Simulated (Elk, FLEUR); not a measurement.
An Elk input for a self-consistent single point of CuNiO₂ (C2/m, 4 atoms in the cell) (DFT, LDA (PW92), all-electron FP-LAPW, Elk's shipped species files, default APW+lo basis):

```
tasks
  0

xctype
  3

spinpol
  .true.

reducebf
  0.7

rgkmax
  7.0

rmtscf
  0.82

nempty
  10

stype
  3

swidth
  0.00499791

avec
    5.1136234597   -2.6669874872    0.0000000000
    5.1136234597    2.6669874872    0.0000000000
   -5.0735896117    0.0000000000    9.3149419484

atoms
  3   : nspecies
  'Cu.in'   : spfname
  1   : natoms; atposl, bfcmt below
  0.0000000000  0.0000000000  0.0000000000    0.0 0.0 -0.5
  'Ni.in'   : spfname
  1   : natoms; atposl, bfcmt below
  0.0000000000  0.0000000000  0.5000000000    0.0 0.0 -1.0
  'O.in'   : spfname
  2   : natoms; atposl, bfcmt below
  0.5709200000  0.5709200000  0.2687000000    0.0 0.0 0.0
  0.4290800000  0.4290800000  0.7313000000    0.0 0.0 0.0

ngridk
  8 8 4
```

**Question.** Give the FLEUR input for the same structure, mesh, smearing and functional.

**Answer.** This is the input that was run; spellings and numerical settings could be chosen otherwise.

Input of the input generator:

```
scf CuNiO2
&input film=f /
5.1136234597 -2.6669874872 0.0000000000
5.1136234597 2.6669874872 0.0000000000
-5.0735896117 0.0000000000 9.3149419484
1.0
1.0 1.0 1.0

4
29 0.0000000000 0.0000000000 0.0000000000 : 1.00
28 0.0000000000 0.0000000000 0.5000000000 : 2.00
8 0.5709200000 0.5709200000 0.2687000000 : 0.00
8 0.4290800000 0.4290800000 0.7313000000 : 0.00

&comp jspins=2 /
&exco xctyp='pz' /
&kpt div1=8 div2=8 div3=4 gamma=t /
&end /
```

```xml
<?xml version="1.0" encoding="UTF-8" standalone="no"?>
<fleurInput fleurInputVersion="0.39">
   <comment>
      scf CuNiO2                                                                                          
   </comment>
   <calculationSetup>
      <cutoffs Kmax="4.8" Gmax="14.4" GmaxXC="14.4" numbands="0"/>
      <scfLoop itmax="100" minDistance="0.00001" maxIterBroyd="40" imix="Anderson" alpha="0.05" precondParam="0.0" spinf="2.0"/>
      <coreElectrons ctail="T" frcor="F" kcrel="0" coretail_lmax="0"/>
      <xcFunctional name="pz" relativisticCorrections="F"/>
      <magnetism jspins="2"/>
      <soc l_soc="F" theta="0.0" phi="0.0" spav="F"/>
      <expertModes spex="0" secvar="F"/>
      <geometryOptimization l_f="T" forcealpha="1.0" forcemix="BFGS" epsdisp="0.00001" epsforce="0.00001"/>
      <ldaU l_linMix="F" mixParam="0.05" spinf="1.0"/>
   </calculationSetup>
   <cell>
      <bzIntegration valenceElectrons="39.0" mode="hist" fermiSmearingEnergy="0.00499791">
         <kPointListSelection listName="default-1"/>
         <!-- k-points included here -->
         <xi:include xmlns:xi="http://www.w3.org/2001/XInclude" href="kpts.xml"> </xi:include>
      </bzIntegration>
      <!-- symmetry operations included here -->
      <xi:include xmlns:xi="http://www.w3.org/2001/XInclude" href="sym.xml"> </xi:include>
      <bulkLattice scale="1.0">
         <bravaisMatrix>
            <row-1>    5.1136234597000003    -2.6669874872000001     0.0000000000000000</row-1>
            <row-2>    5.1136234597000003     2.6669874872000001     0.0000000000000000</row-2>
            <row-3>   -5.0735896117000001     0.0000000000000000     9.3149419483999996</row-3>
         </bravaisMatrix>
      </bulkLattice>
   </cell>
   <atomSpecies>
      <species name="Copper (Cu1.000" element="Cu" atomicNumber="29">
         <mtSphere radius="2.17" gridPoints="763" logIncrement="0.016"/>
         <atomicCutoffs lmax="8" lnonsphr="6"/>
         <electronConfig flipSpins="F">
            <coreConfig>(1s1/2) (2s1/2) (2p1/2) (2p3/2) (3s1/2) (3p1/2) (3p3/2)</coreConfig>
            <valenceConfig>(4s1/2) (3d3/2) (3d5/2)</valenceConfig>
            <stateOccupation state="(4s1/2)" spinUp="1.0" spinDown="0.0"/>
         </electronConfig>
         <energyParameters s="4" p="4" d="3" f="4"/>
      </species>
      <species name="Nickel (Ni2.000" element="Ni" atomicNumber="28">
         <mtSphere radius="2.32" gridPoints="817" logIncrement="0.015"/>
         <atomicCutoffs lmax="10" lnonsphr="8"/>
         <electronConfig flipSpins="F">
            <coreConfig>(1s1/2) (2s1/2) (2p1/2) (2p3/2) (3s1/2)</coreConfig>
            <valenceConfig>(3p1/2) (3p3/2) (4s1/2) (3d3/2) (3d5/2)</valenceConfig>
            <stateOccupation state="(3d3/2)" spinUp="2.0" spinDown="1.2"/>
            <stateOccupation state="(3d5/2)" spinUp="3.0" spinDown="1.8"/>
         </electronConfig>
         <energyParameters s="4" p="4" d="3" f="4"/>
         <lo type="SCLO" l="1" n="3" eDeriv="0"/>
      </species>
      <species name="Oxygen (O)" element="O" atomicNumber="8">
         <mtSphere radius="1.23" gridPoints="433" logIncrement="0.024"/>
         <atomicCutoffs lmax="6" lnonsphr="4"/>
         <electronConfig flipSpins="F">
            <coreConfig>(1s1/2)</coreConfig>
            <valenceConfig>(2s1/2) (2p1/2) (2p3/2)</valenceConfig>
            <stateOccupation state="(2p1/2)" spinUp="0.6666666667" spinDown="0.6666666667"/>
            <stateOccupation state="(2p3/2)" spinUp="1.333333333" spinDown="1.333333333"/>
         </electronConfig>
         <energyParameters s="2" p="2" d="3" f="4"/>
      </species>
   </atomSpecies>
   <atomGroups>
      <atomGroup species="Copper (Cu1.000">
         <relPos label="                   1">.0000000000 .0000000000 .0000000000</relPos>
         <force calculate="T" relaxXYZ="TTT"/>
      </atomGroup>
      <atomGroup species="Nickel (Ni2.000">
         <relPos label="                   2">.0000000000 .0000000000 1.000/2.000</relPos>
         <force calculate="T" relaxXYZ="TTT"/>
      </atomGroup>
      <atomGroup species="Oxygen (O)">
         <relPos label="                   3">-.4290800000 -.4290800000 .2687000000</relPos>
         <relPos label="                   4">.4290800000 .4290800000 -.2687000000</relPos>
         <force calculate="T" relaxXYZ="TTT"/>
      </atomGroup>
   </atomGroups>
   <output dos="F" band="F" slice="F">
      <checks vchk="F" cdinf="F"/>
      <bandDOS minEnergy="-.5*Htr" maxEnergy="0.5*Htr" sigma="0.015" storeEVData="T"/>
      <vacuumDOS vacdos="F" integ="F" star="F" nstars="0" locx1="0.0" locy1="0.0" locx2="0.0" locy2="0.0" nstm="0" tworkf="0.0"/>
      <unfoldingBand unfoldBand="F" supercellX="1" supercellY="1" supercellZ="1"/>
      <plotting iplot="0" polar="F">
         <plot TwoD="T" vec1="  1.0  0.0  0.0" vec2="  0.0  1.0  0.0" vec3="  0.0  0.0  1.0" zero="  0.0  0.0  0.0" file="plot"/>
      </plotting>
      <chargeDensitySlicing numkpt="0" minEigenval="0.0" maxEigenval="0.0" nnne="0" pallst="F"/>
      <specialOutput eonly="F"/>
      <magneticCircularDichroism mcd="F" energyLo="-10.0" energyUp="0.0"/>
   </output>
  <!-- We include the file relax.xml here to enable relaxations (see documentation) -->
  <xi:include xmlns:xi="http://www.w3.org/2001/XInclude" href="relax.xml"> <xi:fallback/> </xi:include>
</fleurInput>
```

Basis, cutoffs, solver keys and any potentials are the target program's own. This input uses DFT, LDA (Perdew-Zunger), all-electron FLAPW (FLEUR), scalar-relativistic valence. LDA parametrisations can differ slightly between programs.

The starting cell comes from a database of computed structures (which also holds hypothetical and non-ambient phases and stackings), without a prior relaxation at this level. Its lattice was rescaled by a random factor within 2.5 % of one.
